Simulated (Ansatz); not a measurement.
The starting structures come from a database of crystals and need not be the phases stable at ambient conditions.

 Where the default PAW files enter, the runs use the earlier of Ansatz's two default sets.

Input:

```
CELL_PARAMETERS angstrom
      5.30065     0.00000     0.00000
     -2.30229     4.77455     0.00000
      0.00000     0.00000     4.69220
ATOMIC_POSITIONS crystal
  Li 0.47368 0.88660 0.50000
  Li 0.88660 0.47368 0.50000
  B  0.74216 0.74216 0.81703
  B  0.74216 0.74216 0.18297
  B  0.09801 0.90213 0.69361
  B  0.90213 0.09801 0.30639
  B  0.09801 0.90213 0.30639
  B  0.90213 0.09801 0.69361
  B  0.25654 0.25654 0.18344
  B  0.25654 0.25654 0.81656
  B  0.66732 0.00630 0.00000
  B  0.00630 0.66732 0.00000
  B  0.99224 0.33052 0.00000
  B  0.33052 0.99224 0.00000
  C  0.49812 0.49812 0.64622
  C  0.49812 0.49812 0.35378
```

Space group of this cell: Amm2. The cell is taken as given.

Transport runs along the normal of the first two printed cell vectors.

No gap correction and no spin-orbit coupling; mid-gap values are interpolated between computed energies.

Task: State the band gap and the smallest decay constant κ at mid-gap according to r2SCAN (Ansatz, an electronic-structure program).

Result: Gap 1.51 eV on a 6×6×6 mesh; κ = 0.167 1/Å, at the zone centre.
